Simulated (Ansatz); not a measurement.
Take an 8-atom supercell of C in the diamond structure (space group Fd-3m, No. 227; a = 3.560 Å) at its relaxed geometry as the base.

Computed with r2SCAN in Ansatz (plane waves to 500 eV, PAW, without spin-orbit coupling), earlier PAW set.

Before the change:

| Item | Value |
|---|---|
| Pressure | 0.0 GPa |
| Mean distance from the defect site to its nearest host atoms | 1.54 Å |

Now apply this change: a neutral Mo on a C site, atoms relaxed at fixed cell, starting from a slightly rattled geometry.

Q: Predict the new largest displacement of a host atom from its site in the perfect cell, pressure and mean distance from the defect site to its nearest host atoms.

A: The largest displacement of a host atom from its site in the perfect cell amounts to 0.22 Å; the pressure goes from zero to 165.5 GPa; the mean distance from the defect site to its nearest host atoms increases by 0.22 Å (1.54 Å → 1.76 Å).

The magnetic state is the one reached from the starting moments; the real material's order can differ, and small cells can't hold many antiferromagnetic ones. The cell is small, so the values are those of an ordered compound at a high defect concentration; dilute-limit values will differ. The mesh was chosen for an insulator and is coarse for the gapless case. The defect cell is spin-polarised and ends with 1.5 μB, a fractional moment that hangs on the mesh and smearing.

Ansatz is a quantum-chemistry and plane-wave program.
